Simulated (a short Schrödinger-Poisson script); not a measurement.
Structure: MOS inversion layer, Al2O3 on p-type Si(111), at 300 K.

From the gate side: 2.7 nm Al2O3; 440 nm Si, acceptors 9.6e17 cm⁻³.

Constants are typed, rounded textbook-type inputs, not results; the design itself was drawn at random and stands for no fabricated device. Al2O3: permittivity 9, conduction-band edge (eV) 2.7, gap (eV) 6.8, electron mass (mₑ) 0.3. Si: permittivity 11.7, conduction-band edge (eV) 0, gap (eV) 1.124, Nv at 300 K (cm⁻³) 3.1e19.

Channel valleys (confinement mass, in-plane density-of-states mass, number): Δ6 0.258, 0.358, 6. At the gate the conduction-band edge of layer 1 lies 3.12 eV − eVg above the Fermi level of the channel; the field vanishes at the back. Gaps are held at their typed values at every temperature. Mesh 0.03 nm at interfaces.

From a short Schrödinger-Poisson script (our own, NumPy): 1D Poisson equation in equilibrium, electrons quantum, Hartree (BenDaniel-Duke, 12 states a valley, the channel's in-plane mass for all, wave functions ending at the dielectric), parabolic valleys, classical holes, full ionisation, no traps, pinning or gate leakage.

| Vg (V) | electrons (cm⁻²) | C (μF/cm²) | Δ6 E0 (meV from the Fermi level) |
|---|---|---|---|
| 0.55 | 3.57e9 | 0.280 | 227.2 |
| 0.6 | 1.80e10 | 0.337 | 185.4 |
| 0.65 | 8.03e10 | 0.561 | 146.6 |
| 0.7 | 2.63e11 | 0.971 | 115.9 |
| 0.75 | 5.91e11 | 1.33 | 94.7 |
| 0.8 | 1.02e12 | 1.55 | 80.3 |
| 0.85 | 1.52e12 | 1.69 | 69.8 |
| 0.9 | 2.05e12 | 1.78 | 61.7 |
| 0.95 | 2.61e12 | 1.84 | 55.1 |
| 1 | 3.19e12 | 1.89 | 49.6 |
| 1.05 | 3.79e12 | 1.93 | 44.8 |
| 1.1 | 4.39e12 | 1.97 | 40.6 |
| 1.15 | 5.01e12 | 1.99 | 36.9 |
| 1.2 | 5.64e12 | 2.02 | 33.5 |
| 1.25 | 6.27e12 | 2.04 | 30.3 |
| 1.3 | 6.91e12 | 2.06 | 27.4 |

Gate voltages with under 1e9 electrons/cm² are left out.

Q: At Vg = 1.3 V the lowest Δ6 subband lies at 27.4 meV from the Fermi level. How many electrons does it hold, and what share of all?

A: The two-dimensional density of states is g m/(πħ²) = 8.97e11 cm⁻² meV⁻¹ (both spins), kT = 25.9 meV, so n = D kT ln(1 + exp(−E/kT)) = 6.89e12 cm⁻², 1.00 of the 6.91e12 cm⁻² in all.

Q: Compare the slope of the sheet density between 1.2 and 1.3 V with the geometric capacitance of the layers between gate and channel.

A: q Δn/ΔV = 2.03 μF/cm²; ε0/Σ(t/ε) = 2.95 μF/cm². The ratio is 0.69: the channel acts as a further capacitance in series.
